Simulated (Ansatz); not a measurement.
Consider BN in the zinc blende structure (space group F-43m, No. 216).

```cif
data_B4N4
_chemical_formula_sum 'N4 B4'
_space_group_name_H-M_alt 'F-43m'
_space_group_IT_number 216
_space_group_name_Hall 'F -4 2 3'
_cell_length_a 3.60512
_cell_length_b 3.60512
_cell_length_c 3.60512
_cell_angle_alpha 90.000
_cell_angle_beta 90.000
_cell_angle_gamma 90.000
loop_
_atom_site_label
_atom_site_type_symbol
_atom_site_symmetry_multiplicity
_atom_site_Wyckoff_symbol
_atom_site_fract_x
_atom_site_fract_y
_atom_site_fract_z
_atom_site_occupancy
N1 N 4 c 0.25000 0.25000 0.25000 1
B1 B 4 a 0.00000 0.00000 0.00000 1
```
(The calculation used a cell of 2 atoms; values per cell refer to that cell.)

The other end (x = 1) is BAs in the zinc blende structure (space group F-43m, No. 216): 13.55 Å³/atom, gap 1.08 eV.

Level of theory: PBEsol (Ansatz, a quantum-chemistry and plane-wave program; PAW; 420 eV plane waves; spin-orbit coupling left out), earlier PAW set.

As replaces a fraction x of N; each row is one arrangement (x, atoms in the cell, starting space group or random), fully relaxed.

One change was made to it. Results:

```csv
quantity,base,after
mean first-shell distances,–,"N–B 1.719 Å (end compound 1.561 Å), As–B 2.044 Å (end compound 2.064 Å)"
volume per atom,5.86 Å³,11.45 Å³
mixing energy (to 0.01 eV only: unlike meshes or grids),–,+0.39 eV/atom
band gap,4.29 eV,zero
```

Q: Which of these changes matches the shifts?
(A) x(As) = 0.75, 8 atoms, R3m
(B) x(As) = 0.5, 8 atoms, R3m
(C) x(As) = 0.333, 6 atoms, I-4m2
(D) x(As) = 0.75, 8 atoms, Cm

A: D, x(As) = 0.75, 8 atoms, Cm. For comparison, the mixing energy in the other runs: x(As) = 0.333, 6 atoms, I-4m2 gives +0.618 eV/atom; x(As) = 0.5, 8 atoms, R3m gives +0.70 eV/atom; x(As) = 0.75, 8 atoms, R3m gives +0.48 eV/atom.

These are small ordered cells, not random alloys; other orderings at the same x differ. No phonon test of stability was made. All final runs are without spin polarisation. A zero or small gap of B4As3N and B2AsN can be the functional's error rather than a property of the material.
